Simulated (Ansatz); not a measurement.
Sc: energy against strain

Sc (hcp, P6_3/mmc, 24.721 Å³/atom at rest, c along z) under a strain ε along c (axis z), the other axes held. PBE in Ansatz, a plane-wave DFT program (PAW, default set), 420 eV, 20×20×11 Γ-centred mesh, Fermi-Dirac smearing 0.10 eV; ions are relaxed within the symmetry of each cell.

Here s stands for strain and y for E less E0.

| strain (%) | E less E0 (meV/atom) |
|---|---|
| -3.00 | ? |
| -1.50 | 0.81 |
| -1.00 | 0.14 |
| -0.50 | -0.12 |
| 0.00 | 0.00 |
| 0.50 | 0.50 |
| 1.00 | 1.38 |
| 1.50 | 2.61 |

Task: Fit y against s with a parabola, and predict the withheld value at s = -3.00.

Result: Least squares gives y = 0.000 + 0.6071·s + 0.7600·s². Residuals (row less fit): 0.011, -0.013, -0.006, 0.000, 0.006, 0.013, -0.011; standard error 0.013 (degrees of freedom: 4). Twice the quadratic coefficient over the volume, 2 × 0.7600 meV × 10⁴ × 0.1602 / 24.721 Å³, is the elastic constant C33 = 99 ± 0.7 GPa. At the withheld row, y = 0.000 + 0.6071 × (-3.0) + 0.7600 × (-3.0)² = 5.019 meV/atom. The calculation gives 5.33 meV/atom, 0.311 meV/atom above the prediction (5.7 % of the range of y in the table). The row lies outside the fitted rows, so this is an extrapolation. From the scatter of the fitted rows alone, a prediction at this place has a standard error of 0.048 meV/atom, so the miss is 6.5 times that.

One order more, fitted to all 13 runs of the series, follows each within 0.01, so the miss is the next term of a smooth law. In a metal these values are sensitive to mesh and smearing; energies are taken to zero smearing, stresses follow the free energy. Rows are the converged runs of the series near zero and its far end; series whose fitted rows scatter by over a few per cent of the range, as at a crossing or softening among them, aren't shown in this form. Most that stay on the fit to the last digits aren't either.
